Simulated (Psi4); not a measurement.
Psi4 1.11, PBE/def2-svp: Mo(S)2(Br)(OH) ([OH][Mo](=[S])(=[S])[Br]), 6 atoms. The geometry is a generated start, not checked to be a minimum at this level.

task: energy
method: pbe
basis: def2-svp
memory: 3 GB
maxiter: 100
keys of the molecule block: symmetry c1
scf_type: df (default)
guess: auto, which took SAD (default)
scf_initial_accelerator: adiis (default)
e_convergence: 1e-06 (default)
d_convergence: 1e-06 (default)
dft_radial_points: 75 (default)
dft_spherical_points: 302 (default)
effective core potentials: those of the basis set, past Kr
basis functions: 118
grid points: 129986

```xyz
6

Mo     0.2244     0.2047    -0.0343
S      1.5048    -0.2615    -1.6977
S      1.4485     0.0558     1.7258
Br    -0.2754     2.5096    -0.2588
O     -1.1333    -0.9004     0.0640
H     -1.7691    -1.6082     0.2011
```

Charge 0 and multiplicity 1 are set for this test and not shown to be the ground state.

One run each on 2 threads. Values of diis_max_vecs tried: 3, 6, 10 (default), 20.

### Question
Predict the course of the SCF iterations along this series.

### Answer
Fewest SCF iterations, within one of each other: 10 (default) with 13, 20 with 13. The count rises to 16 at 6. The run ends without SCF convergence in 100 iterations at 3.

```csv
diis_max_vecs,SCF iterations,end
3,100,no convergence
6,16,same solution
10 (default),13,same solution
20,13,same solution
```
